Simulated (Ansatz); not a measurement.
The reference is Zr in the hcp (Mg type) structure (space group P6_3/mmc, No. 194; relaxed with 0.1 eV smearing).

```yaml
crystal:
  lattice:
    - [3.24432, 0.00000, 0.00000]
    - [-1.62216, 2.80966, 0.00000]
    - [0.00000, 0.00000, 5.15800]
  atoms:
    - { symbol: Zr, position: [0.66667, 0.33333, 0.75000] }
    - { symbol: Zr, position: [0.33333, 0.66667, 0.25000] }
```

Cartesian axes are those of the cell as printed.

Computed with r2SCAN in Ansatz (plane waves to 500 eV, PAW, spin-orbit coupling left out).

Before the change:

Pressure: 0.0 GPa

It is then changed as follows: the cell is compressed by 0.50 % along x with no lateral relaxation; the atoms relax in the strained cell.

**Question.** Estimate the effect on the pressure.

**Answer.** The pressure (mean of the normal stresses, compression positive) goes from zero to 0.5 GPa.

Whether these cells are dynamically stable was not tested. All final runs are without spin polarisation.

Ansatz is a quantum-chemistry and plane-wave program.
